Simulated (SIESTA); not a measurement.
A working SIESTA input for VOF (P2_12_12_1, 12 atoms in the cell) (DFT, LDA PW92+U, numerical atomic orbitals DZP, PseudoDojo LDA standard norm-conserving potentials (rewritten from UPF to PSML)):

```
# files in the folder: V.psml O.psml F.psml (PseudoDojo LDA standard)
SystemName  VOF
SystemLabel VOF

NumberOfAtoms                12
NumberOfSpecies              3
%block ChemicalSpeciesLabel
  1 23 V
  2 8 O
  3 9 F
%endblock ChemicalSpeciesLabel
LatticeConstant              1.0 Bohr
%block LatticeVectors
     6.298022536    0.000000000    0.000000000
     0.000000000    7.143939539    0.000000000
     0.000000000    0.000000000   19.010814889
%endblock LatticeVectors
AtomicCoordinatesFormat      Fractional
%block AtomicCoordinatesAndAtomicSpecies
     0.229700000    0.014670000    0.399430000  1
     0.270300000    0.985330000    0.899430000  1
     0.729700000    0.485330000    0.600570000  1
     0.770300000    0.514670000    0.100570000  1
     0.727830000    0.993630000    0.520420000  2
     0.772170000    0.006370000    0.020420000  2
     0.227830000    0.506370000    0.479580000  2
     0.272170000    0.493630000    0.979580000  2
     0.743920000    0.185340000    0.277100000  3
     0.756080000    0.814660000    0.777100000  3
     0.243920000    0.314660000    0.722900000  3
     0.256080000    0.685340000    0.222900000  3
%endblock AtomicCoordinatesAndAtomicSpecies

XC.functional                LDA
XC.authors                   PW92
PAO.BasisSize                DZP
PAO.EnergyShift              0.01 Ry
MeshCutoff                   300 Ry
%block kgrid.MonkhorstPack
    8   0   0  0.0
    0   7   0  0.0
    0   0   3  0.0
%endblock kgrid.MonkhorstPack
OccupationFunction           MP
OccupationMPOrder            0
ElectronicTemperature        116.05 K
Spin                         polarized
%block DM.InitSpin
  1 +2.00
  2 +2.00
  3 +2.00
  4 +2.00
  5 +0.00
  6 +0.00
  7 +0.00
  8 +0.00
  9 +0.00
  10 +0.00
  11 +0.00
  12 +0.00
%endblock DM.InitSpin
DFTU.ProjectorGenerationMethod 2
DFTU.CutoffNorm              0.9
DFTU.FirstIteration          true
%block DFTU.proj
  V 1
  n=3 2
  3.25 0.00
  0.00 0.00
%endblock DFTU.proj

MaxSCFIterations             150
SCF.Mixer.Method             Pulay
SCF.Mixer.Weight             0.1
SCF.Mixer.History            6
SCF.DM.Tolerance             1.0E-04
Diag.ParallelOverK           true
WriteForces                  true
Charge.Mulliken              end
```

The run converged in 39 iterations: free energy E − TS -12498.4037 eV; top of the valence band (on the code's own zero) -5.97 eV; gap on the k-point mesh 1.64 eV; pressure -17.09 GPa; largest force (vector length) 0.219 eV/Å; size of the cell's spin moment 8.00 μB. Each of these slips is then made, one at a time:

(1)
```diff
+NetCharge                    -1.0
```

(2)
```diff
-SCF.DM.Tolerance             1.0E-04
+SCF.DM.Tolerance             1.0E-01
+SCF.H.Tolerance              1.0 eV
```

Question: How does each altered input end?

Answer: 
(1) An unintended net charge. The run converged in 38 iterations without an error; against the sound input the pressure goes from -17.09 to -12.98 GPa, the largest force goes from 0.219 to 0.619 eV/Å, no clean gap remains on the mesh (levels overlap or are partly filled), against 1.64 eV before and the size of the net moment goes from 0.67 to 0.75 μB/atom. The full log also holds: “madelung: WARNING: Charged system, but not an atom or molecule.” and “madelung: WARNING: Energy correction terms can not be applied.”.

(2) A convergence threshold that is too loose. The run converged in 9 iterations without an error; against the sound input the free energy rises by 3.8 meV/atom, the pressure goes from -17.09 to -21.51 GPa, the largest force goes from 0.219 to 0.249 eV/Å, the gap on the mesh goes from 1.637 to 1.320 eV and the size of the net moment stays at 0.67 μB/atom.

The starting cell comes from a database of computed structures (which also holds hypothetical and non-ambient phases and stackings), without a prior relaxation at this level. The magnetic order is the one reached from the typed start; others were not searched systematically. With U or open f shells several self-consistent states can exist. Values carry the incompleteness of an atom-centred basis. In the base run, with a pressure of about -17 GPa the cell is away from its equilibrium volume at this level.

Left out of this page: 3 runs of the series outside the window shown, repeating another row's setting, or not comparable.
